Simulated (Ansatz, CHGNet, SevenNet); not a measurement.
# Ladder of methods for the equilibrium volume per atom of SiNi (Pnma, No. 62)

Reference value: 12.09 Å³/atom (measured, temperature not stated, not corrected to a static lattice, from a published cell, temperature and pressure not stated; as tabulated in Kristallografiya 47, 40 (2002)).

```json
[
 {"level (code)": "CHGNet 0.3.0 (CHGNet)", "value (Å³/atom)": "12.17", "difference (%)": "+0.7"},
 {"level (code)": "SevenNet-0 (SevenNet)", "value (Å³/atom)": "12.18", "difference (%)": "+0.7"},
 {"level (code)": "SevenNet-l3i5 (SevenNet)", "value (Å³/atom)": "12.19", "difference (%)": "+0.8"},
 {"level (code)": "LDA (Ansatz)", "value (Å³/atom)": "11.52", "difference (%)": "-4.7"},
 {"level (code)": "PBE (Ansatz)", "value (Å³/atom)": "12.22", "difference (%)": "+1.1"},
 {"level (code)": "PBEsol (Ansatz)", "value (Å³/atom)": "11.80", "difference (%)": "-2.4"},
 {"level (code)": "PBE-D3(BJ) (Ansatz)", "value (Å³/atom)": "11.80", "difference (%)": "-2.4"},
 {"level (code)": "PBE-D4 (Ansatz)", "value (Å³/atom)": "11.83", "difference (%)": "-2.2"},
 {"level (code)": "r²SCAN (Ansatz)", "value (Å³/atom)": "11.90", "difference (%)": "-1.6"},
 {"level (code)": "r²SCAN-D4 (Ansatz)", "value (Å³/atom)": "11.77", "difference (%)": "-2.6"},
 {"level (code)": "r²SCAN+rVV10 (Ansatz)", "value (Å³/atom)": "11.82", "difference (%)": "-2.2"}
]
```

The reference's temperature isn't stated, so close values are not ranked against it. Off by more than 3.8 % (a bound picked here): LDA (-4.7 %).

The reference has no zero-point or thermal correction, while the calculations are for a static lattice, so the differences are not the levels' errors alone. A static lattice is as a rule a little smaller than the measured one. The crystal itself was run without spin with LDA, PBE, PBEsol, PBE-D3(BJ), PBE-D4, r²SCAN, r²SCAN-D4, r²SCAN+rVV10. Ansatz's density-functional and Hartree–Fock values are scalar-relativistic unless marked +SOC, with PAW data made under PBE.

Machine-learned potentials (CHGNet 0.3.0, SevenNet-0, SevenNet-l3i5) are trained on DFT data, which may include these solids.

Differences are worked out from the printed values.

Ansatz is a program for electronic structure.
